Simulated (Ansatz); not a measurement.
The parent structure is CdSe in the zinc blende structure (space group F-43m, No. 216; a = 6.082 Å).

Now apply this change: full substitution Se → Te, then cell and atoms are relaxed.

Levels (all Ansatz, a first-principles code, PAW, earlier PAW set): PBEsol (420 eV, without spin-orbit coupling); r2SCAN (500 eV, without spin-orbit coupling).

The geometry is relaxed with PBEsol.

| Property | Result |
|---|---|
| PBEsol pressure | 0.01 GPa |
| PBEsol band gap | 0.65 eV |
| PBEsol hole mass | 0.055, 0.51, 0.51 mₑ (at Γ) |

What does r2SCAN give at this geometry for the pressure, band gap and hole mass?

The pressure increases by 1.376 GPa (0.01 GPa → 1.38 GPa); the band gap goes up by 0.615 eV to 1.26 eV; the hole mass (degenerate bands, along [100]) goes from 0.055, 0.51, 0.51 mₑ (at Γ) to 0.096, 0.51, 0.51 mₑ (at Γ).

Single points use the geometry relaxed with PBEsol. Their cutoffs differ, which shifts pressures a little. Spin-orbit coupling, missing from the scalar runs, can matter with Te. Masses are band curvatures over ±0.01 Å⁻¹ around the edge. Stability against distortions was not tested.
